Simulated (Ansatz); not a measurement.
For fluorite AuAl2, PBE-D3(BJ) (plane waves, PAW; Ansatz, a first-principles code) gives:

| Quantity | Result |
|---|---|
| lattice parameter a | 5.993 Å |
| enthalpy of formation | -0.386 eV/atom |

**Question.** What does r²SCAN0 in Ansatz (PAW) give for the same quantities?

**Answer.** 
- lattice constant a: 5.984 Å (drops by 0.2 %)
- formation enthalpy: -0.525 eV/atom (moves by -0.139 eV/atom)

Changes are worked out from the printed values.

Unless a cell is named, each level is at its own relaxed cell (PBE-D3(BJ) 17.94, r²SCAN0 17.86 Å³/atom).

Levels without +SOC leave out spin–orbit coupling, which shifts energies and cells of such heavy elements.

Ansatz's density-functional and Hartree–Fock values are scalar-relativistic unless marked +SOC, with PAW data made under PBE.
